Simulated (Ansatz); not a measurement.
Be3N2 (R3m, No. 160, 5 atoms in the cell; start mp-1070456; a measured phase of this formula has another space group) was calculated with G0W0@PBEsol (plane waves, hard PAW, contour deformation; Ansatz, an electronic-structure program).

The cell is the one relaxed with PBEsol. Conventional cell: a = 2.8345 Å, b = 2.8345 Å, c = 14.5545 Å, α = 90.00°, β = 90.00°, γ = 120.00°.

The quasiparticle gap at Γ at a fixed k mesh 2×2×2:

```
response cutoff           value (eV)
------------------------  ----------
250 eV, 557 empty bands        7.638
300 eV, 732 empty bands        7.654
400 eV, 1127 empty bands       7.675
500 eV, 1574 empty bands       7.685
```

**Question.** Taking the value to converge with the response cutoff E as E^(−3/2), extrapolate from the last two rows.

**Answer.** With y = y∞ + c/w and weights w = 8000 and 11180 for the last two rows, y∞ = (w2 y2 − w1 y1)/(w2 − w1) = (11180 × 7.685 − 8000 × 7.675)/3180 = 7.710 eV, which lies 0.025 beyond the last row. Successive pairs of rows give 7.705, 7.714, 7.710. The limit also hangs on the law assumed, so its last digits aren't firm.

The other settings are not extrapolated, so this is the limit in one setting alone.

At the last cutoff the smallest gap on this mesh is 4.13 eV, with an edge away from Γ.

A start named mp-… is a Materials Project structure, which need not be a measured phase.
